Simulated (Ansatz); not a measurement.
**Hypothetical fluorite PdCl2, response to strain**

The reference is PdCl₂ in the fluorite structure (space group Fm-3m, No. 225; a = 6.1659 Å; ferromagnetic; a hypothetical phase, not in the database extracts checked; relaxed with 0.1 eV smearing).

Strains are applied to the cell and any free atomic positions relax.

All numbers come from PBEsol (Ansatz, an electronic-structure program; PAW; 420 eV plane waves; no spin-orbit coupling).

Notes on the quantities. energy relative to the base: free energy F.

| isotropic strain (%) | energy relative to the base (meV/atom) |
|---|---|
| -1.2 | 5.8 |
| -0.8 | 2.6 |
| 0 | 0.0 |
| 1.12 | 4.6 |
| 3.02 | ? |
| 3.25 | 35.9 |

Question: Fit ΔE = Aε² + Bε³ (ε in %) to the rows shown and predict the withheld row.

Answer: Least squares on the printed values gives A = 3.86 and B = -0.14 meV/atom (largest residual 0.1 meV/atom); this predicts 31.3 meV/atom, and the run gives 31.2 meV/atom, in agreement.

Other magnetic orders, which the real material may have, were not ruled out. Whether these cells are dynamically stable was not tested. No Hubbard U is applied, and correlation can decide whether such a compound is a metal.
